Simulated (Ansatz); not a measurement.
# Ir: uniaxial strain ε_zz = +2.50 %

The reference is Ir in the fcc (Cu type) structure (space group Fm-3m, No. 225; a = 3.831 Å; relaxed with 0.1 eV smearing). Axes: x, y, z lie along the cube axes.

Perturbation: uniaxial strain ε_zz = +2.50 %, all other strain components held at zero, atoms relaxed at fixed cell.

All numbers come from DFT with PBEsol, PAW potentials and a 420 eV plane-wave cutoff in Ansatz (a first-principles code), no spin-orbit coupling. Γ-centred 29×29×29 mesh, Fermi–Dirac width 0.1 eV.

| quantity | base | changed | shift |
|---|---|---|---|
| volume per atom | 14.06 Å³ | 14.41 Å³ | +0.35 Å³ |
| shortest interatomic distance | 5.119 bohr | 5.119 bohr | 0.000 bohr |
| energy relative to the base (free energy F) | 0 meV/atom | +17 meV/atom | +17 meV/atom |
| pressure (mean of the normal stresses, compression positive) | 0.0 GPa | -8.8 GPa | -8.8 GPa |
| band gap | zero | zero | – |
| stress (xx, yy, zz, yz, xz, xy; compression positive) | – | (-5.8, -5.8, -14.8, 0.0, 0.0, 0.0) GPa | – |

Cost of the whole job for the changed cell (relaxation, final SCF and bands): roughly 30 core-seconds.

Stability against distortions was not tested. All final runs are without spin polarisation.
